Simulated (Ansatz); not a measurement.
AlB2-type ZrB2, treated with PBE (PAW; Ansatz, a program for electronic structure).

Run with plane-wave cutoff 520 eV, 24×24×16 k mesh (along the axes of the cell as run), Fermi–Dirac smearing 0.05 eV, scalar-relativistic PAW data made under PBE.

Results at a series of volumes:

```
V (Å³/atom)  E − E_lowest (meV/atom)  P (GPa)
-----------  -----------------------  -------
9.871                          13.06    10.53
10.076                          3.16     5.00
10.282                          0.00     0.00
10.488                          2.96    -4.53
10.693                         11.45    -8.64
```

Estimate the bulk modulus and its pressure derivative from these points.

V0 = 10.282 Å³/atom, B0 = 238 GPa, B′ = 4.0 (fit to the energies at full precision).

Shape and atoms are relaxed at each volume.

Note: the bulk modulus comes from volumes at which shape and atoms were relaxed.

Static lattice: no zero-point or thermal effects.

It cost about 6 core-minutes (a rough figure) of CPU time.
